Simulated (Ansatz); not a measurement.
The reference is WSi2 (space group I4/mmm, No. 139; a = 3.2289 Å, c = 7.8697 Å; relaxed with 0.1 eV smearing). Axes: x, y, z lie along a, b, c of the conventional cell.

Calculations: Ansatz (a quantum-chemistry and plane-wave program), PBE, PAW, cutoff 420 eV, scalar-relativistic without spin-orbit coupling.

For the base:

```
Quantity           Result
---------------  --------
Volume per atom  13.67 Å³
Pressure          0.0 GPa
```

It is then changed as follows: biaxial strain +0.51 %, plane normal [001], relaxed out of plane (Cartesian); in-plane vectors clamped, the third vector and the atoms free.

How does this affect the volume per atom, pressure and energy relative to the base?

The volume per atom grows by 0.12 Å³ (13.67 Å³ → 13.79 Å³); the pressure (mean of the normal stresses, compression positive) goes from zero to -1.7 GPa; the energy grows by 1.1 meV/atom.

Whether these cells are dynamically stable was not tested. The final runs are not spin-polarised.
